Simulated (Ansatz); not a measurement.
The starting structures come from a database of crystals and need not be the phases stable at ambient conditions.

The decay constant κ of evanescent states in the gap governs leakage through a thin film.

```
CELL_PARAMETERS angstrom
      4.01976     0.00000     0.00000
      0.00000    11.39007     0.00000
      0.00000     3.57966    10.53031
ATOMIC_POSITIONS crystal
  La 0.75000 0.69490 0.94930
  La 0.25000 0.30510 0.05070
  Y  0.75000 0.83320 0.55600
  Y  0.25000 0.16680 0.44400
  Y  0.75000 0.50140 0.32060
  Y  0.25000 0.49860 0.67940
  Y  0.75000 0.08780 0.83860
  Y  0.25000 0.91220 0.16140
  S  0.75000 0.61120 0.52210
  S  0.25000 0.38880 0.47790
  S  0.75000 0.09250 0.08220
  S  0.25000 0.90750 0.91780
  S  0.75000 0.05690 0.60650
  S  0.25000 0.94310 0.39350
  S  0.75000 0.27060 0.26870
  S  0.25000 0.72940 0.73130
  S  0.75000 0.46300 0.88040
  S  0.25000 0.53700 0.11960
  S  0.75000 0.75120 0.19680
  S  0.25000 0.24880 0.80320
```

Space group of this cell: P2_1/m. The cell is taken as given.

Transport runs along the normal of the first two printed cell vectors.

No gap correction and no spin-orbit coupling; mid-gap values are interpolated between computed energies.

Task: Predict the band gap and the smallest decay constant κ at mid-gap from r2SCAN run with Ansatz (an electronic-structure program).

Result: Gap 1.41 eV on a 8×4×4 mesh; κ = 0.251 1/Å, at the zone centre.
